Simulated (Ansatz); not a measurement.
## Effect of pressure 9 GPa on MoP

The parent structure is MoP (space group P-6m2, No. 187; a = 3.2416 Å, c = 3.1941 Å).

Perturbation: cell and atoms relaxed at a pressure of 9 GPa.

Level of theory: plane-wave PAW DFT at the PBE level (Ansatz, a program for electronic structure, 420 eV), no spin-orbit coupling. Γ-centred 16×16×15 mesh, Fermi–Dirac width 0.05 eV.

```csv
quantity,base,changed,shift
volume per atom,14.53 Å³,13.99 Å³,-0.548 Å³
density,7.25 g/cm³,7.53 g/cm³,+0.28 g/cm³
c/a ratio,0.985,0.993,+0.008
shortest interatomic distance,2.460 Å,2.431 Å,-0.0296 Å
band gap,zero,zero,–
```

Final structure:

```yaml
crystal:
  lattice:
    - [3.19172, 0.00000, 0.00000]
    - [-1.59586, 2.76411, 0.00000]
    - [0.00000, 0.00000, 3.17041]
  atoms:
    - { symbol: Mo, position: [0.00000, 0.00000, 0.00000] }
    - { symbol: P, position: [0.33333, 0.66667, 0.50000] }
```

Load acts through the strain it causes; cell and atoms are relaxed under it. Whether these cells are dynamically stable was not tested. No other phases were tried under pressure. All final runs are without spin polarisation. An odd electron count without spin: MoP.
